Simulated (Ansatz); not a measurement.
The parent structure is GaN in the zinc blende structure (space group F-43m, No. 216; a = 4.498 Å).

Levels (all Ansatz, a quantum-chemistry and plane-wave program, PAW): PBEsol (420 eV, without spin-orbit coupling); HSE06 (420 eV, spin-orbit coupling left out).

Its gap is 1.70 eV with PBEsol and 3.00 eV with HSE06.

Perturbation: full substitution Ga → B; the structure is relaxed again.

With PBEsol the gap becomes 4.30 eV.

Problem. If the HSE06 correction stayed the same, what would the HSE06 gap be, and what does the HSE06 run give?

Solution. A rigid correction of +1.30 eV gives 5.60 eV. The HSE06 run gives 5.80 eV, so the correction itself changes by +0.20 eV.

Single points use the geometry relaxed with PBEsol. The hybrid gap comes from the SCF mesh plus the semilocal run's edge points and a few special points and is an upper bound. Whether these cells are dynamically stable was not tested. This is not the structure that GaN has at room temperature and ambient pressure.
